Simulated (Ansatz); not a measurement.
A calculation on NiGe (Pnma, No. 62, 8 atoms in the cell; start mp-1099) returned equilibrium volume per atom 13.17 Å³/atom, formation enthalpy -0.284 eV/atom.

Problem. Which level of theory produced these numbers?
(A) LDA (Ansatz, a quantum-chemistry and plane-wave program)
(B) PBE-D4 (Ansatz)
(C) PBE (Ansatz)
(D) r²SCAN-D4 (Ansatz)

Solution. D, r²SCAN-D4 (Ansatz)

The others give: LDA 12.74 Å³/atom, -0.387 eV/atom; PBE 13.73 Å³/atom, -0.304 eV/atom; PBE-D4 13.36 Å³/atom, -0.368 eV/atom.

Unless a cell is named, each level is at its own relaxed cell (LDA 12.74, PBE 13.73, PBE-D4 13.36, r²SCAN-D4 13.17 Å³/atom).

The crystal itself was run without spin with LDA, PBE, PBE-D4, r²SCAN-D4; a magnetic state was not tried in these runs.

Caveats: the relaxation could not lower the start's symmetry, so the cell can be a saddle point above a distorted one (LDA, PBE, PBE-D4, r²SCAN-D4). Ansatz's density-functional and Hartree–Fock values are scalar-relativistic unless marked +SOC, with PAW data made under PBE.

A start named mp-… is a Materials Project structure, which need not be a measured phase.
